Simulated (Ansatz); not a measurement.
**MoSi₂ under load (space group I4/mmm): band-structure transport figures**

Data:

```xyz
3
Lattice="-1.5901 1.5901 3.9008 1.5901 -1.5901 3.9008 1.5901 1.5901 -3.9008" Properties=species:S:1:pos:R:3 pbc="T T T"
Si     0.0000     0.0000     5.1887
Si     0.0000     0.0000     2.6129
Mo     0.0000     0.0000     0.0000
```

Computed with PBEsol, rigid bands (plane waves, PAW, scalar-relativistic; Ansatz, a quantum-chemistry and plane-wave program). Condition of this run: hydrostatic pressure 2 GPa (the target of the relaxation). Geometry: cell and atoms relaxed with PBEsol, then loaded as said.

```yaml
density of states at the Fermi level: 0.246 states/(eV·cell), both spins
bare Sommerfeld coefficient: 0.193 mJ/(mol of atoms·K²)
drude_plasma_energy: 2.3 (x), 2.3 (y), 2.8 (z) eV
root-mean-square Fermi velocity: 6.1e5 m/s
resistivity times τ: 96 (x), 96 (y), 62 (z) ×10⁻²² Ω·m·s
```

A metal at this level (no band gap); rigid bands, thermally averaged at 300 K, both spins. Spin-orbit coupling is left out. τ is one relaxation time for all states.
